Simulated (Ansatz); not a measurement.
**A computed series for MoS2: response to strain**

Take MoS$_{2}$ in the 3R-MoS2 type structure (space group R3m, No. 160; layered, stacked along the Cartesian z axis) as the base.

```xyz
3
Lattice="1.5876 0.9166 6.1949 -1.5876 0.9166 6.1949 0.0000 -1.8332 6.1949" Properties=species:S:1:pos:R:3 pbc="T T T"
Mo     0.0000     0.0000     0.0001
S      0.0000     0.0000    13.9441
S      0.0000     0.0000    10.8349
```

Cartesian axes are those of the cell as printed.

Strains are applied to the cell and any free atomic positions relax; under biaxial strain the out-of-plane vector relaxes too; under stress the whole cell relaxes.

The values are results of Ansatz (a quantum-chemistry and plane-wave program) r2SCAN+rVV10, no spin-orbit coupling, not measurements.

Notes on the quantities. energy relative to the base: free energy F.

```json
[
 {"variant": "base", "energy relative to the base": "0 meV/atom", "smallest direct gap": "1.79 eV", "band gap": "1.02 eV", "hole mass": "0.85 mₑ along k, 0.69 mₑ across (at T)"},
 {"variant": "biaxial strain −4.13 %, plane normal [001], relaxed out of plane", "energy relative to the base": "+60 meV/atom", "smallest direct gap": "2.30 eV", "band gap": "1.26 eV", "hole mass": "0.66 mₑ along k, 1.4 mₑ across (at T)"},
 {"variant": "biaxial strain −1.86 %, plane normal [001], relaxed out of plane", "energy relative to the base": "+12 meV/atom", "smallest direct gap": "2.03 eV", "band gap": "1.13 eV", "hole mass": "0.74 mₑ along k, 0.90 mₑ across (at T)"},
 {"variant": "biaxial strain +4.24 %, plane normal [001], relaxed out of plane", "energy relative to the base": "+54 meV/atom", "smallest direct gap": "1.36 eV", "band gap": "0.21 eV", "hole mass": "1.3 mₑ along k, 0.45 mₑ across (at T)"},
 {"variant": "isotropic strain −2.53 %", "energy relative to the base": "+27 meV/atom", "smallest direct gap": "2.10 eV", "band gap": "0.91 eV", "hole mass": "0.80 mₑ along k, 0.72 mₑ across (at T)"},
 {"variant": "isotropic strain −1.00 %", "energy relative to the base": "+4.0 meV/atom", "smallest direct gap": "1.91 eV", "band gap": "0.99 eV", "hole mass": "0.82 mₑ along k, 0.70 mₑ across (at T)"},
 {"variant": "uniaxial strain ε_xx = −5.94 %", "energy relative to the base": "+54 meV/atom", "smallest direct gap": "2.14 eV", "band gap": "1.08 eV", "hole mass": "–"},
 {"variant": "uniaxial strain ε_xx = +0.25 %", "energy relative to the base": "+0.1 meV/atom", "smallest direct gap": "1.78 eV", "band gap": "1.00 eV", "hole mass": "0.85 mₑ along k, 0.68 mₑ across (at T)"},
 {"variant": "uniaxial strain ε_yy = +1.26 %", "energy relative to the base": "+2.0 meV/atom", "smallest direct gap": "1.72 eV", "band gap": "0.90 eV", "hole mass": "0.69 mₑ along x, 0.62 mₑ along y, 0.88 mₑ along z (at T)"},
 {"variant": "uniaxial stress, 5 GPa compression along z", "energy relative to the base": "+16 meV/atom", "smallest direct gap": "1.70 eV", "band gap": "0.55 eV", "hole mass": "1.2 mₑ along k, 0.38 mₑ across (at T)"}
]
```

Masses are band curvatures over ±0.01 Å⁻¹ around the edge. Along k means along the line from Γ to the band edge. Beyond what the load breaks, stability against distortions was not tested. A zero or small gap of MoS2 under biaxial strain +4.24 %, plane normal [001], relaxed out of plane can be the functional's error rather than a property of the material.
